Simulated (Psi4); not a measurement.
Psi4 1.11, PBE0/def2-svp, scf_type pk: Al(Br)(Me)(NH2) ([CH3][Al]([NH2])[Br]), 9 atoms. The geometry is a generated start, not checked to be a minimum at this level.

| Item | Value |
|---|---|
| task | energy |
| method | pbe0 |
| basis | def2-svp |
| memory | 7 GB |
| e_convergence | 1e-08 |
| d_convergence | 1e-07 |
| guess | auto, which took SAD (default) |
| diis_max_vecs | 10 (default) |
| scf_initial_accelerator | adiis (default) |
| dft_radial_points | 75 (default) |
| dft_spherical_points | 302 (default) |
| basis functions | 103 |
| grid points | 194416 |

```xyz
9

Al    -0.3283    -0.4758     0.1099
Br    -2.0674    -1.9152    -0.0866
C     -0.3361     1.2112    -0.9293
H      0.3082     1.1484    -1.8106
H      0.0402     2.0433    -0.3293
H     -1.3358     1.4828    -1.2837
N      0.9495    -1.0362     1.2047
H      1.7766    -0.5176     1.4628
H      0.9930    -1.9408     1.6621
```

The reference run uses exact four-centre integrals (scf_type = pk). Each setting ran once; only counts and results are compared.

Measured:

| setting | energy against the reference |
|---|---|
| scf_type = cd, cholesky_tolerance = 1e-06 | +0.017 meV/atom |
| scf_type = cd, cholesky_tolerance = 1e-05 | −0.084 meV/atom |
| scf_type = cd, cholesky_tolerance = 0.0001 (default) | −1.00 meV/atom |
| scf_type = cd, cholesky_tolerance = 0.01 | −400 meV/atom |

### Question
How far does the result lie from the reference with scf_type = cd, cholesky_tolerance = 0.001?

### Answer
energy against the reference: −3.9 meV/atom. Total energies are compared; such shifts often cancel in part in energy differences.
